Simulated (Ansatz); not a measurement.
Ga₂PN (model structure, P3m1, No. 156, 4 atoms in the cell), treated with PBEsol (Ansatz, a first-principles code, plane waves, PAW).

Input file:

Ansatz 0.2 input:
```yaml
crystal:
  lattice:
    - [3.5024391714, 0.0000002882, 0.0]
    - [-1.7512198353, 3.0332011535, 0.0]
    - [0.0, 0.0, 5.843441709]
  atoms:
    - { symbol: Ga, position: [0.0, 0.0, 0.4663727896] }
    - { symbol: Ga, position: [0.6666666667, 0.3333333333, 1.0397763981] }
    - { symbol: P, position: [0.0, 0.0, 0.8695979585] }
    - { symbol: N, position: [0.6666666667, 0.3333333333, 0.3742528538] }
basis:
  ecutwfc: 520
  ecutrho_ratio: 4
  xc_grid: 2
kpoints:
  mp_grid: { grid: [12, 12, 6] }
  band_path:
    path:
      - [0.0, 0.0, 0.0]
      - [0.05, 0.0, 0.0]
      - [0.1, 0.0, 0.0]
      - [0.15, 0.0, 0.0]
      - [0.2, 0.0, 0.0]
      - [0.25, 0.0, 0.0]
      - [0.3, 0.0, 0.0]
      - [0.35, 0.0, 0.0]
      - [0.4, 0.0, 0.0]
      - [0.45, 0.0, 0.0]
      - [0.5, 0.0, 0.0]
      - [0.466667, 0.066667, 0.0]
      - [0.433333, 0.133333, 0.0]
      - [0.4, 0.2, 0.0]
      - [0.366667, 0.266667, 0.0]
      - [0.333333, 0.333333, 0.0]
      - [0.305556, 0.305556, 0.0]
      - [0.277778, 0.277778, 0.0]
      - [0.25, 0.25, 0.0]
      - [0.222222, 0.222222, 0.0]
      - [0.194444, 0.194444, 0.0]
      - [0.166667, 0.166667, 0.0]
      - [0.138889, 0.138889, 0.0]
      - [0.111111, 0.111111, 0.0]
      - [0.083333, 0.083333, 0.0]
      - [0.055556, 0.055556, 0.0]
      - [0.027778, 0.027778, 0.0]
      - [0.0, 0.0, 0.125]
      - [0.0, 0.0, 0.25]
      - [0.0, 0.0, 0.375]
      - [0.0, 0.0, 0.5]
      - [0.05, 0.0, 0.5]
      - [0.1, 0.0, 0.5]
      - [0.15, 0.0, 0.5]
      - [0.2, 0.0, 0.5]
      - [0.25, 0.0, 0.5]
      - [0.3, 0.0, 0.5]
      - [0.35, 0.0, 0.5]
      - [0.4, 0.0, 0.5]
      - [0.45, 0.0, 0.5]
      - [0.5, 0.0, 0.5]
      - [0.466667, 0.066667, 0.5]
      - [0.433333, 0.133333, 0.5]
      - [0.4, 0.2, 0.5]
      - [0.366667, 0.266667, 0.5]
      - [0.333333, 0.333333, 0.5]
      - [0.305556, 0.305556, 0.5]
      - [0.277778, 0.277778, 0.5]
      - [0.25, 0.25, 0.5]
      - [0.222222, 0.222222, 0.5]
      - [0.194444, 0.194444, 0.5]
      - [0.166667, 0.166667, 0.5]
      - [0.138889, 0.138889, 0.5]
      - [0.111111, 0.111111, 0.5]
      - [0.083333, 0.083333, 0.5]
      - [0.055556, 0.055556, 0.5]
      - [0.027778, 0.027778, 0.5]
      - [0.5, 0.0, 0.375]
      - [0.5, 0.0, 0.25]
      - [0.5, 0.0, 0.125]
      - [0.333333, 0.333333, 0.375]
      - [0.333333, 0.333333, 0.25]
      - [0.333333, 0.333333, 0.125]
    npoints: 1
hamiltonian:
  xc: pbesol
  dispersion: none
  pseudopotentials: { kind: paw }
scf:
  occupations: { method: fermi_dirac, width: 0.01 }
  convergence: { dr2_threshold: 0.0000000004 }
output:
  forces: true
  stress: true
  eigenvalues: true
  write_bands: true
```

The run printed, among other lines:

```
Crystal: 4 atoms, lattice volume = 62.078 Å³
Basis set: ecut = 520 eV, 1689 PW (Γ), exchange–correlation on 54×54×90 points (8 copies of the dense FFT grid, shifted against one another)
Bands: 22, of which v1, the nominal top of the filled ones, is band 18 counted from 1 (17 counted from 0)
Symmetry: 6 space group operations
Space group: P3m1 (ITA 156), of the structure as read, at distance tolerance 4.0e-5 Å
k-points: 100 of 864 (time reversal used)
Functional: x = pbesol(κ = 0.804, μ = 0.12345679012345678), c = pbesol(β = 0.046)
SCF iter   1: F=—  HF=-8605.835898 eV  |F-HF|=—  |Δ(HF+E_count)|=         —  Δρ=1.03e-2  dr2=7.81e-2
SCF iter   2: F=—  HF=-8605.818966 eV  |F-HF|=—  |Δ(HF+E_count)|=   1.69e-2  Δρ=2.39e-3  dr2=5.97e-3
  ...
SCF iter   9: F=—  HF=-8605.817617 eV  |F-HF|=—  |Δ(HF+E_count)|=   6.59e-9  Δρ=2.41e-6  dr2=2.55e-9
SCF iter  10: F=-8605.817617 eV  HF=-8605.817617 eV  |F-HF|=4.18e-11  |Δ(HF+E_count)|=   2.15e-9  Δρ=4.13e-7  dr2=1.11e-10
SCF 1 converged in 10 iterations: F = -8605.817617 eV  dr2 = 1.11e-10
SCF converged after 10 iterations
Free energy (F): -8605.817617 eV
Internal energy: -8605.817344 eV  (E = F + TS)
E sigma→0 (E₀):  -8605.817481 eV
Fermi energy:    9.119033 eV
--- Forces (eV/Å), atoms counted from 1 ---
  atom   1  Ga     0.00000000    -0.00000000     0.00142360
  atom   2  Ga    -0.00000000     0.00000000    -0.00044046
  atom   3  P      0.00000000    -0.00000000    -0.00153039
  atom   4  N     -0.00000000     0.00000000     0.00055301
--- Stress (GPa, compression-positive) ---
        0.007676      -0.000000      -0.000000
        0.000000       0.007676       0.000000
       -0.000000       0.000000       0.017256
  P = ⅓ Tr σ = 0.0109 GPa (0.109 kbar)
```

The PAW data were made under PBE.

Note: the relaxation could raise the start's symmetry but not lower it, so the cell can be a saddle point.

It cost roughly 40 core-seconds of CPU time.

A model structure was made by putting elements into a prototype or built by hand; it is no filed structure, need not be a known phase, and can be a saddle point held by its symmetry.
